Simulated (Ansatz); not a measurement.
A computed series for AlN: response to strain

Start from AlN in the wurtzite structure (space group P6_3mc, No. 186; a = 3.1138 Å, c = 4.9833 Å). Axes: x lies along a and z along c of the hexagonal cell.

Strains are applied to the cell and any free atomic positions relax.

Calculations: PBEsol (Ansatz, a program for electronic structure; PAW; 420 eV plane waves; spin-orbit coupling left out).

Notes on the quantities. energy relative to the base: free energy F.

```csv
case,band gap,energy relative to the base,volume per atom,electron mass
base,4.09 eV,0 meV/atom,10.46 Å³,–
uniaxial strain ε_zz = −3.00 %,4.17 eV,+10 meV/atom,10.15 Å³,0.31 mₑ (at Γ)
uniaxial strain ε_zz = −2.40 %,4.16 eV,+6.6 meV/atom,10.21 Å³,0.31 mₑ (at Γ)
uniaxial strain ε_zz = −1.80 %,4.15 eV,+3.7 meV/atom,10.27 Å³,0.30 mₑ (at Γ)
uniaxial strain ε_zz = −1.20 %,4.13 eV,+1.7 meV/atom,10.34 Å³,0.30 mₑ (at Γ)
uniaxial strain ε_zz = −0.60 %,4.11 eV,+0.4 meV/atom,10.40 Å³,0.30 mₑ (at Γ)
```

Masses are band curvatures over ±0.01 Å⁻¹ around the edge. Whether these cells are dynamically stable was not tested.
